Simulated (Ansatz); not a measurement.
Adsorption energy and surface dipole of O on the 1x1 (111) surface of fcc Ni, ferromagnetic, one in a 2x1 cell, started at the site 'bridge Ni-Ni (span 2.5 Å)', worked from the runs' numbers; total energies count from the potentials' own zero.

Calculation: PBE (plane waves to 420 eV, PAW; Ansatz, a program for electronic structure).

Model: 9-atom slab, 6.0 Å thick at the start under the adsorbate (thin: gaps and levels are the slab's own), 7x14x1 mesh, Fermi-Dirac 0.1 eV, dipole correction, 4 atoms held, the rest relaxed; start symmetry kept, larger cells not searched; spin-polarised, no spin-orbit, no U, no dispersion correction. At the end it is bonded to 3 Ni. In PBE it is, or lies within 0.03 eV of, the lowest of the starts that converged.

| quantity | value |
|---|---|
| slab with the adsorbate | -47281.999 eV |
| clean slab, same cell and mesh | -46715.169 eV |
| reference, ½ O2(g) | -564.968 eV |
| area of the cell | 10.73 Å² |
| change of the step from the bottom to the top vacuum level | 1.175 eV |

**Question.** What is the adsorption energy against this reference?

**Answer.** E(slab + adsorbate) − E(slab) − E(reference) = -1.86 eV, so in this state the adsorbate is more stable than in the reference, at a coverage of 9.32 a nm².

**Question.** What dipole does adsorption add to the slab along the outward normal (Helmholtz relation, ε₀ = 0.005526 e/(V·Å))?

**Answer.** p = −ε₀·A·ΔV = -0.070 e·Å = -0.33 D; its negative end points to the vacuum, which raises the vacuum level.
